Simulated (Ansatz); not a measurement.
Consider the following.

```
GaN
1.0
    3.16108     0.00000     0.00000
   -1.58054     2.73758     0.00000
    0.00000     0.00000     5.15074
Ga N
2 2
Direct
  0.33333   0.66667   0.99923
  0.66667   0.33333   0.49923
  0.33333   0.66667   0.37577
  0.66667   0.33333   0.87577
```

Method: r2SCAN with spin-orbit coupling, rigid bands (plane waves, PAW; Ansatz, a first-principles code). Condition of this run: hydrostatic pressure of 4 GPa (compression positive) (the target of the relaxation). Geometry: cell and atoms relaxed with PBEsol, then loaded as said.

Problem. Predict the electron conductivity mass (n e² τ/σ) at 300 K, by direction if it differs.

Solution. 0.21 (x), 0.21 (y), 0.188 (z) mₑ.

Problem. What conductivity effective mass do dilute holes have at 300 K?

Solution. 1.40 (x), 1.40 (y), 1.74 (z) mₑ.

Problem. And the band gap?

Solution. 2.49 eV at this level; semilocal functionals usually fall short of the measured gap.

Rigid bands, one relaxation time for all states, no polarons. Geometry: cell and atoms relaxed with PBEsol.
